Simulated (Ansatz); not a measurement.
We look at the formation energy of TiO2 (rutile, P4₂/mnm) from the elements. Reaction: Ti (hcp) + O2 (gas) → TiO2 (rutile). The sign is products less reactants. The value is per atom of the solid.

TiO2 (rutile, P4₂/mnm), 6 atoms in the cell; spin state with PBE: run without spin, k-point mesh 12×8×8 on the run's own vectors.
```
TiO2
1.0
    0.00000     0.00000     2.96387
    4.64328     0.00000     0.00000
    0.00000     4.64328     0.00000
Ti O
2 4
Direct
  0.00000   0.00000   0.00000
  0.50000   0.50000   0.50000
  0.00000   0.30513   0.30513
  0.50000   0.19487   0.80513
  0.00000   0.69487   0.69487
  0.50000   0.80513   0.19487
```

Ti (hcp, P6₃/mmc), 2 atoms in the cell; spin state with PBE: run without spin, k-point mesh 24×24×14 on the run's own vectors. Conventional cell: a = 2.940 Å, b = 2.940 Å, c = 4.654 Å, α = 90.00°, β = 90.00°, γ = 120.00°.

An isolated O2 molecule (triplet) in a box of 11 × 11 × 13 Å.

Computed with Ansatz (plane waves, PAW), its default PAW set, cutoff 420 eV, 500 eV for r2SCAN. The structures are at rest with PBE; other levels are single points on them, but for the rows marked own geometry. HSE06 runs on coarser k-point meshes, mended by the PBE difference between the two meshes. Some cells are metallic or hold partly filled levels, where a hybrid on a coarse mesh is less sure. Neutral cells; Fermi-Dirac smearing of at most 0.10 eV in the solids, energies taken to zero width. The lattices are those relaxed with PBE, so at other levels the solids can be strained, which adds to the spread. A dispersion term (D3(BJ), or D4 for r2SCAN) was computed beside these levels and is taken off wherever the name lacks it. Nuclei at rest; no vibrational terms. Cells are local rest points, mostly with their start's symmetry.

Task: Give the value at the level PBE.

Result: -3.02 eV/atom, for Ti (hcp) + O2 (gas) → TiO2 (rutile).

Task: List the value at the remaining levels and say how far they part.

Result: 
| Level | value (eV/atom) | less PBE |
|---|---|---|
| PBE+D3(BJ) | -3.06 | -0.04 |
| r2SCAN+D4 | -3.37 | -0.35 |
| HSE06+D3(BJ) | -3.20 | -0.18 |
| r2SCAN (own geometry) | -3.32 | -0.30 |

The levels span 0.35 eV/atom, from r2SCAN+D4 (-3.37) to PBE (-3.02).

Ansatz is a quantum-chemistry and plane-wave program.
